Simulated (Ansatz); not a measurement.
**Ansatz (an electronic-structure program) run on Cs₂BiAuBr₆ (Fm-3m, 10 atoms in the cell): self-consistent single point**

Computed with LDA (PW92), default PAW files made with PBE (plane waves; Ansatz).

Input as run:

Ansatz 0.2 input:
```yaml
# Cs2BiAuBr6
crystal:
  lattice:
    - [0.000000, 5.621826, 5.621826]
    - [5.621826, 0.000000, 5.621826]
    - [5.621826, 5.621826, 0.000000]
  atoms:
    - { symbol: Cs, position_ang: [2.810913, 2.810913, 2.810913] }
    - { symbol: Cs, position_ang: [8.432739, 8.432739, 8.432739] }
    - { symbol: Au, position_ang: [5.621826, 5.621826, 5.621826] }
    - { symbol: Bi, position_ang: [0.000000, 0.000000, 0.000000] }
    - { symbol: Br, position_ang: [2.821032, 5.621826, 5.621826] }
    - { symbol: Br, position_ang: [8.422620, 5.621826, 5.621826] }
    - { symbol: Br, position_ang: [5.621826, 2.821032, 5.621826] }
    - { symbol: Br, position_ang: [5.621826, 8.422620, 5.621826] }
    - { symbol: Br, position_ang: [5.621826, 5.621826, 2.821032] }
    - { symbol: Br, position_ang: [5.621826, 5.621826, 8.422620] }
basis:
  ecutwfc: 420.0
kpoints:
  mp_grid: { grid: [5, 5, 5] }
hamiltonian:
  xc: lda
  pseudopotentials: { kind: paw }
scf:
  occupations: { method: cold, width: 0.1 }
output:
  forces: true
  eigenvalues: true
  stress: true
```

The program printed (abridged):

```
WARN ansatz: RAYON_NUM_THREADS=1 ignored (pool sized by the plan → 1); use --threads N
Pseudopotentials: kind: paw
Pseudopotential: Cs, paw, valence charge 9
Pseudopotential: Au, paw, valence charge 19
Pseudopotential: Bi, paw, valence charge 15
Pseudopotential: Br, paw, valence charge 7
Crystal: 10 atoms, lattice volume = 355.355 Å³
Basis set: ecut = 420 eV, 6879 PW (Γ)
Bands: 57, of which v1, the nominal top of the filled ones, is band 47 counted from 1 (46 counted from 0)
Symmetry: 48 space group operations
Space group: Fm-3m (ITA 225), of the structure as read, at distance tolerance 7.1e-5 Å
k-points: 10 of 125
PAW frozen core: Cs, regenerated for the run's functional, and the local potential with it
PAW frozen core: Au, regenerated for the run's functional, and the local potential with it
PAW frozen core: Bi, regenerated for the run's functional, and the local potential with it
PAW frozen core: Br, regenerated for the run's functional, and the local potential with it
Initial density: superposition of atomic densities (neutral atoms: chi_scale 0, normalization atom), corrected by the library's trained network
Initial wavefunctions: pseudopotential atomic-orbital guess
Eigensolver: davidson
Functional: x = slater, c = lda
SCF iter   1: F=—  HF=-52133.627879 eV  |F-HF|=—  |Δ(HF+E_count)|=         —  Δρ=4.59e-3  dr2=7.17e-2  ethr=1.77e-3  ⟨swp⟩=11.8  Hψ=2884  notcnv=0  defer=11
all-band conjugate gradients solve this SCF's bands
preconditioner: auto → Resta (q_TF=auto, 2.186 Å⁻¹)
SCF iter   2: F=—  HF=-52133.650134 eV  |F-HF|=—  |Δ(HF+E_count)|=   1.03e-2  S|Δr|=   9.30e-2  Δρ=2.28e-3  dr2=1.32e-2  ethr=7.62e-5  ⟨swp⟩=2.2  Hψ=941  notcnv=0  defer=12
SCF iter   3: F=—  HF=-52133.648868 eV  |F-HF|=—  |Δ(HF+E_count)|=   2.64e-3  S|Δr|=   3.97e-3  Δρ=8.48e-4  dr2=2.33e-3  ethr=1.41e-5  ⟨swp⟩=2.6  Hψ=972  notcnv=0  defer=12
SCF iter   4: F=—  HF=-52133.651629 eV  |F-HF|=—  |Δ(HF+E_count)|=   3.34e-4  S|Δr|=   8.87e-3  Δρ=1.55e-4  dr2=1.10e-4  ethr=2.48e-6  ⟨swp⟩=2.0  Hψ=726  notcnv=0  defer=12
SCF iter   5: F=—  HF=-52133.650953 eV  |F-HF|=—  |Δ(HF+E_count)|=   7.47e-6  S|Δr|=   2.00e-3  Δρ=4.12e-5  dr2=1.30e-5  ethr=1.17e-7  ⟨swp⟩=2.0  Hψ=812  notcnv=0  defer=12
SCF iter   6: F=—  HF=-52133.651088 eV  |F-HF|=—  |Δ(HF+E_count)|=   9.19e-5  S|Δr|=   6.42e-4  Δρ=1.27e-5  dr2=1.04e-6  ethr=1.39e-8  ⟨swp⟩=2.0  Hψ=944  notcnv=0  defer=12
SCF iter   7: F=—  HF=-52133.651030 eV  |F-HF|=—  |Δ(HF+E_count)|=   1.02e-6  S|Δr|=   1.67e-4  Δρ=2.89e-6  dr2=6.71e-8  ethr=1.06e-10  ⟨swp⟩=13.3  Hψ=3544  notcnv=0
SCF iter   8: F=-52133.651029 eV  HF=-52133.651029 eV  |F-HF|=3.46e-9  |Δ(HF+E_count)|=   2.41e-7  S|Δr|=   3.15e-6  Δρ=9.04e-7  dr2=6.44e-9  ethr=7.14e-11  ⟨swp⟩=3.0  Hψ=2058  notcnv=0
Mixer restart at iter 8: flushing history
SCF iter   9: F=—  HF=-52133.666747 eV  |F-HF|=—  |Δ(HF+E_count)|=         —  Δρ=2.57e-5  dr2=6.57e-6  ethr=6.86e-12  ⟨swp⟩=2.0  Hψ=951  notcnv=0
SCF iter  10: F=—  HF=-52133.666746 eV  |F-HF|=—  |Δ(HF+E_count)|=   1.85e-6  S|Δr|=   4.15e-8  Δρ=2.41e-5  dr2=2.89e-6  ethr=6.86e-12  ⟨swp⟩=4.7  Hψ=1772  notcnv=0
SCF iter  11: F=—  HF=-52133.666745 eV  |F-HF|=—  |Δ(HF+E_count)|=   6.01e-7  S|Δr|=   3.49e-8  Δρ=7.97e-6  dr2=5.66e-7  ethr=6.86e-12  ⟨swp⟩=4.0  Hψ=1684  notcnv=0
SCF iter  12: F=-52133.666745 eV  HF=-52133.666745 eV  |F-HF|=5.16e-8  |Δ(HF+E_count)|=   1.45e-7  S|Δr|=   5.71e-9  Δρ=2.52e-6  dr2=6.16e-8  ethr=6.86e-12  ⟨swp⟩=5.1  Hψ=2458  notcnv=0
SCF 1 converged in 12 iterations: F = -52133.666745 eV  dr2 = 6.16e-8
SCF converged after 12 iterations
Stability not checked (fill_not_monotonic)
Free energy (F): -52133.666745 eV
F+E_penalty+E_count: -52133.666745 eV  (lagrangian_ev)
Harris-Foulkes:  -52133.666745 eV  (|F-HF|=5.16e-8)
Internal energy: -52133.666745 eV  (E = F + TS)
E sigma→0 (E₀):  -52133.666745 eV
Fermi energy:    4.712556 eV
Smearing:        width narrowed from 0.1000 eV (input) to 0.0496 eV after iteration 8, whose occupations did not sum to the number of electrons (Fermi level in …
Step filling:    the computed levels leave a gap of 0.3776 eV = 7.6 smearing widths
--- Per-component energies (eV) ---
  E_band       = -849.151677
  E_kinetic    = 1993.774942
  E_local      = -7809.233146  (includes V_loc(G=0)·N_el)
  E_nonlocal   = 1146.251941
  E_hartree    = 2949.017139
  E_xc         = -2288.186250
  E_vxc        = -1299.488318  (∫ρ·V_xc dr)
  E_paw        = -42548.342537  (= ΣΔE_a)
  E_vpaw       = -778.514300  (= ΣTr[D̂ρ^β])
  E_aug_tail   = 0.000873  (compensation charges beyond the density's cutoff)
  E_ewald      = -5579.247720
  E_core_change = 2.298013  (= ΣΔE_core)
  E_smearing   = 0.000000  (= −TS)
  E_closure    = 0.000000  (closes the sum)
  E_count      = -0.000000  (occupations off the electron count; not in F)
  Σ components = -52133.666745   (vs F -52133.666745, Δ=0.00e0)
--- Forces (eV/Å), atoms counted from 1 ---
  atom   1  Cs    -0.00000000     0.00000000     0.00000000
  atom   2  Cs     0.00000000     0.00000000     0.00000000
  atom   3  Au     0.00000000    -0.00000000    -0.00000000
  atom   4  Bi    -0.00000000    -0.00000000     0.00000000
  atom   5  Br     0.38961936    -0.00000000     0.00000000
  atom   6  Br    -0.38961936     0.00000000     0.00000000
  atom   7  Br     0.00000000     0.38961936     0.00000000
  atom   8  Br    -0.00000000    -0.38961936    -0.00000000
  atom   9  Br     0.00000000    -0.00000000     0.38961936
  atom  10  Br    -0.00000000    -0.00000000    -0.38961936
  max |Σ_I F_I| component: 3.33e-16 eV/Å
--- Stress (GPa, compression-positive) ---
       -1.664183       0.000000      -0.000000
        0.000000      -1.664183       0.000000
        0.000000      -0.000000      -1.664183
  P = ⅓ Tr σ = -1.6642 GPa (-16.642 kbar)
  The stress holds the Pulay correction. Without it, at fixed plane waves, as pw.x and ABINIT print it: P = -1.6833 GPa
--- Band table (eV; the first three rows and the last of 10) ---
  k-point 0: bands = ["-99.6730", "-51.0416", "-51.0416", "-51.0416", "-18.6550", "-18.6550", "-18.6012", "-18.6012", "-18.6012", "-16.5458", "-16.5392", "-10.7130", "-10.0597", "-10.0597", "-10.0597", "-9.8585", "-9.8585", "-6.3065", "-3.3885", [...]
  k-point 1: bands = ["-99.6730", "-51.0416", "-51.0416", "-51.0416", "-18.6550", "-18.6550", "-18.6012", "-18.6012", "-18.6012", "-16.5450", "-16.5397", "-10.6793", "-10.1154", "-10.0496", "-10.0496", "-9.8704", "-9.8704", "-6.2553", "-3.3739", [...]
  k-point 2: bands = ["-99.6730", "-51.0416", "-51.0416", "-51.0416", "-18.6551", "-18.6551", "-18.6012", "-18.6012", "-18.6012", "-16.5432", "-16.5411", "-10.6068", "-10.2228", "-10.0297", "-10.0297", "-9.8932", "-9.8932", "-6.1712", "-3.3429", [...]
  k-point 9: bands = ["-99.6730", "-51.0416", "-51.0416", "-51.0416", "-18.6551", "-18.6550", "-18.6012", "-18.6012", "-18.6012", "-16.5426", "-16.5415", "-10.5817", "-10.1822", "-10.0663", "-10.0486", "-9.9395", "-9.8788", "-6.1531", "-3.3209", [...]
```

The run converged in 12 iterations.

The starting cell was generated: these elements placed on a structure prototype, without a prior relaxation; it need not be a known phase or ordering of this composition. Spin-orbit coupling is off. Ansatz's pressure includes its estimate of the finite-basis (Pulay) stress.
